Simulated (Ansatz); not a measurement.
MoSi2: response to strain

Start from MoSi$_{2}$ (space group I4/mmm, No. 139; a = 3.190 Å, c = 7.822 Å; relaxed with 0.1 eV smearing). Axes: x, y, z lie along a, b, c of the conventional cell.

Strains are applied to the cell and any free atomic positions relax.

Method: PBEsol (Ansatz, a program for electronic structure; PAW; 420 eV plane waves; no spin-orbit coupling).

Notes on the quantities. energy relative to the base: free energy F; pressure: mean of the normal stresses, compression positive.

```
case                            energy relative to the base    pressure  volume per atom
------------------------------  ---------------------------  ----------  ---------------
base                                             0 meV/atom     0.0 GPa         13.27 Å³
uniaxial strain ε_xx = −2.50 %                 +11 meV/atom     5.7 GPa         12.94 Å³
uniaxial strain ε_xx = −2.00 %                +7.1 meV/atom     4.5 GPa         13.00 Å³
uniaxial strain ε_xx = −1.50 %                +3.9 meV/atom     3.3 GPa         13.07 Å³
uniaxial strain ε_xx = −1.00 %                +1.7 meV/atom  (withheld)         13.13 Å³
uniaxial strain ε_xx = −0.50 %                +0.4 meV/atom     1.1 GPa         13.20 Å³
uniaxial strain ε_xx = +0.50 %                +0.4 meV/atom    -1.0 GPa         13.33 Å³
uniaxial strain ε_xx = +1.00 %                +1.7 meV/atom    -2.0 GPa         13.40 Å³
uniaxial strain ε_xx = +1.50 %                +3.7 meV/atom    -3.0 GPa         13.47 Å³
uniaxial strain ε_xx = +3.00 %                 +15 meV/atom  (withheld)         13.66 Å³
```

Question: What belongs in the blanks?

Answer: 
- uniaxial strain ε_xx = −1.00 %, pressure: 2.2 GPa
- uniaxial strain ε_xx = +3.00 %, pressure: -5.8 GPa

Stability against distortions was not tested. The final runs are not spin-polarised.
